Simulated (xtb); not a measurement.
xtb 6.7.1, GFN2-xTB: Sb(iPr)2 (C[CH](C)[Sb][CH](C)C), charge 0, multiplicity 2, 21 atoms. The geometry is a generated start, not checked to be a minimum at this level.

```yaml
run_flags: --grad
method: GFN2-xTB
"--acc": 1 (default)
"--etemp (K)": 300 (default)
basis_functions: 48
valence_electrons: 43
```

```xyz
21

Sb     1.4475    -0.4851    -0.1036
C      0.0677    -0.4784     1.6472
C      0.7219    -1.1942     2.8109
C     -1.2642    -1.1087     1.2932
H     -0.0862     0.5718     1.9065
H      0.0806    -1.1563     3.6909
H      0.8960    -2.2400     2.5684
H      1.6770    -0.7391     3.0638
H     -1.7607    -0.5590     0.4962
H     -1.9246    -1.1097     2.1618
H     -1.1298    -2.1413     0.9744
C      0.1411     0.8539    -1.3217
C     -0.5297     0.0571    -2.4248
C      0.9440     2.0082    -1.8894
H     -0.6177     1.2440    -0.6401
H     -1.2291     0.6838    -2.9797
H      0.2128    -0.3236    -3.1254
H     -1.0812    -0.7893    -2.0164
H      1.4075     2.5901    -1.0939
H      0.2994     2.6734    -2.4669
H      1.7277     1.6423    -2.5516
```

Charge 0 and multiplicity 2 are set for this test and not shown to be the ground state. GFN-xTB has no spin term: --uhf 1 sets the occupations alone.

One run each on 1 thread. Values of broydamp tried: 0.02, 0.05, 0.1, 0.2, 0.4 (default), 0.6, 0.8, 1.

**Question.** Predict the course of the SCC iterations along this series.

**Answer.** Fewest SCC iterations, within one of each other: 0.2 with 12, 0.4 (default) with 11, 0.6 with 12, 0.8 with 12, 1 with 12. The count rises to 17 at 0.02. All converge to one solution.

```tsv
broydamp	SCC iterations	end
0.02	17	same solution
0.05	16	same solution
0.1	15	same solution
0.2	12	same solution
0.4 (default)	11	same solution
0.6	12	same solution
0.8	12	same solution
1	12	same solution
```
